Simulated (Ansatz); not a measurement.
By LDA, the system below comes out a metal.

The ballistic (Sharvin) conductance counts the channels at the Fermi level: G/A = (e²/h) × channels of both spins per area.

Data:

```
HfN
1.0
    3.19027     0.00000     0.00000
   -1.59513     2.76285     0.00000
    1.59513     0.92095     2.60484
Hf N
1 1
Direct
  0.00000   0.00000   0.00000
  0.00000   0.50000   0.50000
```

The cell is taken as given; by LDA it stands under a pressure of -8.3 GPa.

The current flows along the normal of the first two printed cell vectors, the (111) plane of the conventional cell. No spin-orbit coupling; the value is a mean over 0.1 eV about the Fermi level.

Question: Give the ballistic conductance per area that LDA run with Ansatz (a quantum-chemistry and plane-wave program) yields.

Answer: 1.2 × 10¹⁵ S/m² for both spins.
